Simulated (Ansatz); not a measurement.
Ansatz (a quantum-chemistry and plane-wave program) run on LuSi₂Os₂ (I4/mmm, 5 atoms in the cell): relaxation of cell and atoms.

Computed with PBEsol, default PAW files made with PBE (plane waves; Ansatz).

The change in words: atoms on their sites; basis.ecutwfc: 30.9 Ry → 26.1 Ry; relax: default → cell and atoms. Reference geometry:
```yaml
crystal:
  lattice:
    - [-2.08429, 2.08429, 4.72882]
    - [2.08429, -2.08429, 4.72882]
    - [2.08429, 2.08429, -4.72882]
  atoms:
    - { symbol: Lu, position: [0.00529, 0.00529, 0.00000] }
    - { symbol: Si, position: [0.62815, 0.62815, 0.00000] }
    - { symbol: Si, position: [0.37185, 0.37185, 0.00000] }
    - { symbol: Os, position: [0.75000, 0.25000, 0.50000] }
    - { symbol: Os, position: [0.25000, 0.75000, 0.50000] }
```

Reference input (self-consistent single point, DFT, PBEsol, plane waves, default PAW files made with PBE): basis.ecutwfc = 30.9 Ry; kpoints.mp_grid.grid = 6 6 6; hamiltonian.xc = pbesol; hamiltonian.pseudopotentials = {kind: paw} (the program's default PAW files); scf.occupations.method = gaussian; scf.occupations.width = 0.0073 Ry. This run's input differs from it in these lines:

Ansatz 0.2 input:
```diff
@@ -6,3 +6,3 @@
   atoms:
-    - { symbol: Lu, position: [0.00528700, 0.00528700, 0.00000000] }
+    - { symbol: Lu, position: [0.00000000, 0.00000000, 0.00000000] }
     - { symbol: Si, position: [0.62815000, 0.62815000, 0.00000000] }
@@ -12,3 +12,3 @@
 basis:
-  ecutwfc: 30.9 Ry
+  ecutwfc: 26.1 Ry
 kpoints:
@@ -24,2 +24,4 @@
     width: 0.0073 Ry
+relax:
+  cell: {}
 output:
```

Log, with long lists cut:

```
   [... SCF lines of the steps left out ...]
relax step   1: F+E_penalty+E_count = -38359.98332018 eV  Δ(F+E_penalty+E_count) = +0.000e0 eV  max|allowed force component| = 2.277e-2 eV/Å  Δτ_max = 0.0000 Å  P = -3.992 GPa  Ω = 82.173 Å³  (7 SCF iters, dr2 threshold 1.00e-7 eV, accepted)
relax step   2: F+E_penalty+E_count = -38360.01015018 eV  Δ(F+E_penalty+E_count) = -2.683e-2 eV  max|allowed force component| = 1.395e-1 eV/Å  Δτ_max = 0.0170 Å  P = +2.298 GPa  Ω = 79.622 Å³  energy of the carried Pulay correction = +8.656e-3 eV  [...]
   [... lines left out ...]
relax step   6: F+E_penalty+E_count = -38360.00969127 eV  Δ(F+E_penalty+E_count) = -2.102e-4 eV  max|allowed force component| = 1.800e-3 eV/Å  Δτ_max = 0.0011 Å  P = +0.002 GPa  Ω = 80.418 Å³  energy of the carried Pulay correction = +1.713e-4 eV  [...]
relax step   7: F+E_penalty+E_count = -38360.00946340 eV  Δ(F+E_penalty+E_count) = +2.279e-4 eV  max|allowed force component| = 1.887e-3 eV/Å  Δτ_max = 0.0000 Å  P = -0.000 GPa  Ω = 80.418 Å³  stress off target by 8.16e-3 GPa  SCF on the basis [...]
basis re-selected at this cell: Δ(F+E_penalty+E_count) = +2.279e-4 eV, ΔP = -0.002 GPa vs the last step
the relaxation is at rest under the 16 symmetry operations that the run kept from its start: a minimum is not shown …
Free energy (F): -38360.009463 eV
Internal energy: -38359.996810 eV  (E = F + TS)
E sigma→0 (E₀):  -38360.003137 eV
Entropy (-TS):   -0.012653 eV (-2.531 meV/atom)
Fermi energy:    17.186461 eV
--- Forces (eV/Å), atoms counted from 1 ---
  atom   1  Lu     0.00000000     0.00000000     0.00000000
   [... lines left out ...]
  cell:  # Å, volume = 80.4177 Å³
   [... lines left out ...]
    - { symbol: Si, position: [0.6266156678929374, 0.6266156678929374, 4.724309206755308e-36] }
    - { symbol: Si, position: [0.3733843321070627, 0.3733843321070627, -3.492047685927589e-36] }
    - { symbol: Os, position: [0.7500000000000002, 0.25000000000000006, 0.5000000000000001] }
    - { symbol: Os, position: [0.25000000000000006, 0.7500000000000002, 0.5000000000000001] }
```

The run converged.  The full log also holds: “iter 4 did not close the SCF: its close was put off for the readings that it lacked (scf_convergence_deferred on its scf_iter line)”. The full log also holds: “iter 5 did not close the SCF: its close was put off for the readings that it lacked (scf_convergence_deferred on its scf_iter line)”.

Summary of the result:
- Free energy E − TS (on the zero of these files) = -38360.0095 eV
- Fermi level (on the code's own zero) = 17.19 eV
- Pressure = 0.00 GPa
- Largest force (vector length) = 0.002 eV/Å
- Final cell = a = 5.560 Å, b = 5.560 Å, c = 5.560 Å, α = 136.50°, β = 136.50°, γ = 63.21°
- Final volume per atom = 16.08 Å³
- Relaxation steps = 7

The starting cell comes from a database of computed structures (which also holds hypothetical and non-ambient phases and stackings), without a prior relaxation at this level. Its lattice was rescaled by up to half a per cent. Spin polarisation is off. The relaxation keeps the symmetry of its start, so its end need not be a minimum. Ansatz's pressure includes its estimate of the finite-basis (Pulay) stress. Without the estimate this run gives -0.57 GPa. The cutoff lies below the one recommended for these files.

Cost on one core of a shared machine: roughly 30 s.
